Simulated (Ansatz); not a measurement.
# SnSe2, pressure series

Take SnSe₂ in the CdI2 type structure (space group P-3m1, No. 164; a = 3.840 Å, c = 6.007 Å; layered, stacked along the Cartesian z axis) as the base.

Cell and atoms are relaxed at each pressure.

All numbers come from Ansatz (a first-principles code) PBE-D3(BJ), no spin-orbit coupling.

| variant | band gap | density |
|---|---|---|
| base | 0.36 eV | 5.99 g/cm³ |
| pressure −1 GPa | 0.60 eV | 5.72 g/cm³ |
| pressure 0.3 GPa | 0.31 eV | 6.05 g/cm³ |
| pressure 0.7 GPa | 0.25 eV | 6.12 g/cm³ |
| pressure 1.5 GPa | 0.14 eV | 6.25 g/cm³ |
| pressure 3 GPa | zero | 6.46 g/cm³ |
| pressure 5 GPa | zero | 6.69 g/cm³ |
| pressure 7.5 GPa | zero | 6.93 g/cm³ |
| pressure 10 GPa | zero | 7.12 g/cm³ |

The mesh was chosen for an insulator and is coarse for the gapless case. Load acts through the strain it causes; cell and atoms are relaxed under it. No phonon test of stability was made. Competing high-pressure phases were not computed. The final runs are not spin-polarised. The zero or small gap of SnSe2 under pressure 0.7 GPa, SnSe2 under pressure 1.5 GPa, SnSe2 under pressure 3 GPa and SnSe2 under pressure 5 GPa can change with the level of theory.
